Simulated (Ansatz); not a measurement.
Start from BaTiO$_{3}$ (space group P4mm, No. 99; a = 3.955 Å, c = 4.046 Å).

The same geometry is solved again with r2SCAN.

Levels (all Ansatz, a first-principles code, PAW, earlier PAW set): r2SCAN (500 eV, spin-orbit coupling left out); PBEsol (420 eV, spin-orbit coupling left out).

Base, band edges from the VBM (valence, conduction): A 0.00, 4.31; M -0.04, 3.76; R -0.27, 3.70; X -0.98, 2.34; Z -0.68, 1.98; Γ -0.37, 1.85 eV.

Question: Give the band edges at the high-symmetry points of the new zone, measured from its valence-band maximum.

Answer: 
| point | valence edge (eV) | conduction edge (eV) |
|---|---|---|
| Γ | -0.37 | 2.26 |
| X | -1.01 | 2.72 |
| M | -0.04 | 4.09 |
| Z | -0.70 | 2.38 |
| R | -0.28 | 4.03 |
| A | 0.00 | 4.65 |

The gap is 2.26 eV, indirect, A → Γ.

Single points use the geometry relaxed with PBEsol. Whether these cells are dynamically stable was not tested. The final runs are not spin-polarised.
